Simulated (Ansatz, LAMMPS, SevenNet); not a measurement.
# Ladder of methods for the elastic constant C33 of L1₀ (CuAu-type) TiAl

Reference value: 183 GPa (measured, 0 K, extrapolated to 0 K, Ti-56 at.% Al crystal; axes of the face-centred tetragonal cell; as tabulated in Qi et al. (2023), arXiv:2305.11825).

### Question
What do Lennard-Jones jacobson2022, SevenNet-l3i5, LDA, PBE, r²SCAN give, and how far is each from the reference?

### Answer

```
level (code)                         value (GPa)  cell (Å³/atom)  difference (%)
-----------------------------------  -----------  --------------  --------------
Lennard-Jones jacobson2022 (LAMMPS)          412           17.17            +125
SevenNet-l3i5                                148           16.22           -19.1
LDA (Ansatz)                                 182           15.30            -0.5
PBE (Ansatz)                                 171           16.23            -6.6
r²SCAN (Ansatz)                              185           16.06            +1.1
```

Leaving aside Lennard-Jones jacobson2022 (doubt noted below): Once the reference is moved by up to 5.0 % (a margin picked here for doubts on the reference and the settings, and for temperature and zero-point motion) and values within 1.7 % count as equal, the nearest can be LDA (-0.5 %), r²SCAN (+1.1 %) or PBE (-6.6 %). Among them SevenNet-l3i5 (-19.1 %) misses by most.

The measured value isn't corrected to a static lattice, so vibrations enter the comparison. The crystal itself was run without spin with r²SCAN; a magnetic state was not tried in these runs. Lennard-Jones jacobson2022: the pair parameters belong to the elements and are mixed by rule. Lennard-Jones jacobson2022: pair potentials favour close packing, so symmetry can be all that holds this lattice. Each level is taken at its own relaxed cell. Cutoffs differ between the levels. Ansatz's density-functional and Hartree–Fock values are scalar-relativistic unless marked +SOC, with PAW data made under PBE.

Empirical potentials (Lennard-Jones jacobson2022) are fitted to chosen data: where that held the value shown, agreement is built in, and what lay outside the fit can be far off. Machine-learned potentials (SevenNet-l3i5) are trained on DFT data: a solid inside that data is no test of them.

Differences are worked out from the printed values.

Ansatz is an electronic-structure program.
